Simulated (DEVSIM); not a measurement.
Device: illuminated CdTe p-on-n cell, one wavelength, at 300 K.

Layer 1 from the left is CdTe, thickness (μm) 0.310, Na (cm⁻³) 7.2e17, τn (s) 1.6e-11, τp (s) 3.6e-10, absorption coefficient (cm⁻¹) 57000. Layer 2 from the left is CdTe, thickness (μm) 4.40, Nd (cm⁻³) 3.1e15, τn (s) 1.3e-9, τp (s) 1.3e-9, absorption coefficient (cm⁻¹) 57000.

Left contact: ohmic, minority electron recombination velocity 100 cm/s. Right contact: ohmic, minority hole recombination velocity 5e6 cm/s. Voltage is applied to the left contact. Recombination: SRH at mid-gap, radiative, Auger. Light enters at the left, 2.2e16 photons cm⁻² s⁻¹, one pass, no reflection. Mobility is constant in doping.

Constants are typed, rounded textbook-type inputs, not results; the design itself was drawn at random and stands for no fabricated device. Values at 300 K.

CdTe: gap (eV) 1.5, affinity (eV) 4.28, permittivity 10.2, Nc (cm⁻³) 8e17, Nv (cm⁻³) 1.8e19, μn (cm²/Vs) 1000, μp (cm²/Vs) 80, B (cm³/s) 1e-10, Cn (cm⁶/s) 1e-30, Cp (cm⁶/s) 1e-30.

DEVSIM, 1D drift-diffusion, Boltzmann statistics, complete ionisation; no tunnelling, impact ionisation, image-force lowering or self-heating.

Dark forward current:

```
|V| (V)  |J| (A/cm²)
-------  -----------
0.05       3.677e-10
0.10        1.281e-9
0.15        3.711e-9
0.20        1.027e-8
0.25        2.807e-8
0.30        7.644e-8
0.35        2.082e-7
0.40        5.680e-7
0.45        1.554e-6
0.50        4.265e-6
0.55        1.175e-5
0.60        3.257e-5
0.65        9.090e-5
0.70       0.0002562
0.75       0.0007326
0.80        0.002144
0.85        0.006523
0.90         0.02114
0.95         0.07531
1.00          0.3017
1.05           1.321
1.10           5.527
1.15           18.20
1.20           45.07
1.25           89.93
1.30           154.7
```

Q: Work out the local ideality factor n = ΔV / (kT/q · ln(J2/J1)) between the rows 0.15 and 0.20 V, 1.00 and 1.05 V, 1.25 and 1.30 V.

A: kT/q = 25.85 mV. From 0.15 to 0.20 V: ln(1.027e-8/3.711e-9) = 1.018, n = 1.90, near the 2 of recombination in the depletion region. From 1.00 to 1.05 V: ln(1.321/0.3017) = 1.477, n = 1.31. From 1.25 to 1.30 V: ln(154.7/89.93) = 0.542, n = 3.57.

Q: What current could the absorbed light give at most, and what share is collected?

A: Σ αd = 26.8, so qΦ(1 − exp(−Σ αd)) = 3.52 mA/cm². The simulated short-circuit current is 2.138 mA/cm², a share of 0.61.

Q: Estimate the open-circuit voltage by superposition: the voltage at which the dark current equals that short-circuit current.

A: Interpolating ln J in the table gives 0.800 V. The simulation gives 0.799 V, the same within the digits that matter. Superposition holds where collection doesn't change with voltage.

Q: Estimate the fill factor from FF0 = (v − ln(v + 0.72))/(v + 1), v = qVoc/(nkT), with n from the dark curve.

A: The rows about Voc, 0.75 and 0.80 V, give n = 1.80, so v = 17.2 and FF0 = 0.786. The simulation gives 0.777; the estimate lies 1.2 % above.
